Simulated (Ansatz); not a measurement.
Take InP in the zinc blende structure (space group F-43m, No. 216; a = 5.9594 Å) as the base.

All numbers come from PBE in Ansatz (plane waves to 420 eV, PAW, no SOC).

Modification: cell and atoms relaxed at a pressure of 1.5 GPa.

### Question
Estimate the effect on the mean gap deformation potential ΔEg/Δln V.

### Answer
The mean gap deformation potential ΔEg/Δln V amounts to -5.5 eV.

Load acts through the strain it causes; cell and atoms are relaxed under it. No phonon test of stability was made.

Ansatz is a quantum-chemistry and plane-wave program.
